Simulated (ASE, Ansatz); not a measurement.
A thermal frame of composition Zr3Cu5, cell Zr18Cu30, held well above this temperature first [in the CHGNet run: it was liquid; mean temperature 1421 K (target 1350 K); density 6.98 g/cm³, volume +10 % from the start cell's], from MD with the machine-learned potential CHGNet 0.3.0 in ASE at 1350 K. DFT level: PBE (plane waves, PAW; Ansatz, a program for electronic structure).

```json
{
 "plane_wave_cutoff": "420 eV",
 "k-points": "one point, (1/4, 1/4, 1/4)",
 "Fermi-Dirac width": "0.116 eV",
 "spin": "not polarised; no spin-orbit coupling"
}
```

A check of the k-sampling: on the last frame of the same run a denser mesh moved the PBE forces by 0.047 eV/Å rms, the static pressure by 0.00 GPa and the free energy by -2 meV/atom.

```
CELL_PARAMETERS angstrom
      9.45045     0.00000     0.00000
      0.00000     9.45045     0.00000
      0.00000     0.00000     9.45045
ATOMIC_POSITIONS crystal
  Cu 0.44433 0.60791 0.29608
  Cu 0.64192 0.76450 0.81749
  Cu 0.21553 0.48859 0.16525
  Cu 0.23937 0.42796 0.84338
  Cu 0.14089 0.18737 0.78104
  Cu 0.17294 0.93535 0.75515
  Cu 0.42043 0.39602 0.04174
  Cu 0.22759 0.01215 0.19889
  Cu 0.05634 0.94998 0.96937
  Cu 0.76425 0.78800 0.59359
  Cu 0.75544 0.27557 0.88127
  Cu 0.28095 0.87133 0.40431
  Cu 0.65971 0.92962 0.38282
  Cu 0.44866 0.60994 0.83810
  Cu 0.25375 0.73809 0.92833
  Cu 0.97824 0.73543 0.09495
  Cu 0.89245 0.49834 0.15880
  Cu 0.60530 0.99750 0.65040
  Cu 0.43507 0.88949 0.84752
  Cu 0.87597 0.30263 0.33447
  Cu 0.21262 0.38140 0.62476
  Cu 0.76388 0.93932 0.03085
  Cu 0.57159 0.09468 0.87050
  Cu 0.00087 0.17811 0.51450
  Cu 0.21215 0.73768 0.21186
  Cu 0.44625 0.05487 0.32819
  Cu 0.64622 0.44785 0.24931
  Cu 0.04346 0.55612 0.96895
  Cu 0.16885 0.64089 0.71861
  Cu 0.13452 0.24300 0.29570
  Zr 0.03771 0.83289 0.53201
  Zr 0.70784 0.20202 0.50350
  Zr 0.51957 0.31664 0.75706
  Zr 0.05865 0.51658 0.41286
  Zr 0.93344 0.45393 0.73786
  Zr 0.31284 0.12327 0.57986
  Zr 0.86516 0.05828 0.74579
  Zr 0.39220 0.34158 0.34618
  Zr 0.92278 0.75920 0.83056
  Zr 0.50165 0.83715 0.12991
  Zr 0.81005 0.70661 0.32634
  Zr 0.63557 0.20830 0.14282
  Zr 0.70128 0.52126 0.52693
  Zr 0.99428 0.25890 0.02807
  Zr 0.95832 0.00946 0.27692
  Zr 0.66655 0.54397 0.99402
  Zr 0.44982 0.71448 0.55915
  Zr 0.30761 0.15399 0.99913
```

Forces from the machine-learned potential CHGNet 0.3.0 on some atoms (eV/Å):

| atom | Fx Fy Fz |
|---|---|
| Cu9 | 0.183 1.268 1.401 |
| Cu11 | 0.400 0.449 0.336 |
| Cu17 | 0.192 -0.777 0.348 |
| Cu30 | 0.051 0.155 -0.193 |
| Zr35 | -0.133 -1.306 -0.890 |
| Zr38 | 0.295 -0.010 0.622 |
| Zr39 | -0.523 -0.185 -0.690 |
| Zr40 | -0.116 0.361 0.016 |
| Zr45 | -0.855 0.031 -0.617 |
| Zr46 | 1.124 0.160 -0.418 |

**Question.** Give the DFT forces on the same atoms (eV/Å), the static pressure (no kinetic part).

**Answer.** 
```tsv
atom	Fx Fy Fz
Cu9	0.097 1.254 1.512
Cu11	0.305 0.270 0.149
Cu17	0.101 -0.498 0.210
Cu30	0.023 0.303 -0.273
Zr35	0.257 -1.589 -0.580
Zr38	0.658 -0.058 0.499
Zr39	-0.409 0.014 -0.635
Zr40	-0.163 0.377 -0.180
Zr45	-0.795 -0.080 -0.572
Zr46	0.690 0.206 -0.788
```
static pressure (no kinetic part): -1.07 GPa
